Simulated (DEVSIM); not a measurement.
System: abrupt GaAs n-p junction, at 300 K.

Layer 1 from the left is GaAs, thickness (μm) 0.260, Nd (cm⁻³) 3.2e16, τn (s) 1e-9, τp (s) 1e-9. Layer 2 from the left is GaAs, thickness (μm) 7.90, Na (cm⁻³) 1.6e14, τn (s) 1e-9, τp (s) 1e-9.

Left contact: ohmic. Right contact: ohmic. Voltage is applied to the left contact. Recombination: SRH at mid-gap, radiative. Mobility is constant in doping.

Constants are typed, rounded textbook-type inputs, not results; the design itself was drawn at random and stands for no fabricated device. Values at 300 K.

GaAs: gap (eV) 1.424, affinity (eV) 4.07, permittivity 12.9, Nc (cm⁻³) 4.7e17, Nv (cm⁻³) 9e18, μn (cm²/Vs) 8500, μp (cm²/Vs) 400, B (cm³/s) 2e-10.

Model (solved in DEVSIM): 1D drift-diffusion, Boltzmann statistics, complete ionisation; no tunnelling, impact ionisation, image-force lowering or self-heating.

Task: What does the simulation give for the largest field in the device at zero bias, the potential step across the device at zero bias?

Result: largest field in the device at zero bias 11000 V/cm; potential step across the device at zero bias 1.072 V.
